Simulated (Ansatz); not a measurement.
Hypothetical wurtzite VSe: response to strain

Start from VSe in the wurtzite structure (space group P6_3mc, No. 186; ferromagnetic; a hypothetical phase, not in the database extracts checked; relaxed with 0.1 eV smearing).

```yaml
crystal:
  lattice:
    - [3.91954, 0.00000, 0.00000]
    - [-1.95977, 3.39442, 0.00000]
    - [0.00000, 0.00000, 6.87857]
  atoms:
    - { symbol: V, position: [0.33333, 0.66667, 0.00674] }
    - { symbol: V, position: [0.66667, 0.33333, 0.50674] }
    - { symbol: Se, position: [0.33333, 0.66667, 0.36806] }
    - { symbol: Se, position: [0.66667, 0.33333, 0.86806] }
```

Cartesian axes are those of the cell as printed.

Strains are applied to the cell and any free atomic positions relax; under stress the whole cell relaxes.

Calculations: Kohn–Sham DFT with the PBEsol functional, run in Ansatz (an electronic-structure program) with PAW and 420 eV plane waves, no spin-orbit coupling.

Notes on the quantities. energy relative to the base: free energy F.

```tsv
change	energy relative to the base	shortest interatomic distance	largest site moment
base	0 meV/atom	2.456 Å	2.32 μB
isotropic strain +2.04 %	+17 meV/atom	2.502 Å	2.39 μB
uniaxial stress, 8 GPa tension along z	-58 meV/atom	2.414 Å	0.57 μB
uniaxial stress, 3 GPa tension along z	-69 meV/atom	2.405 Å	0.56 μB
```

The magnetic state is the one reached from the starting moments; the real material's order can differ, and small cells can't hold many antiferromagnetic ones. Stability under load was not tested beyond the relaxation. Under uniaxial stress, 8 GPa tension along z and uniaxial stress, 3 GPa tension along z the cell changed shape so far that it is another structure.
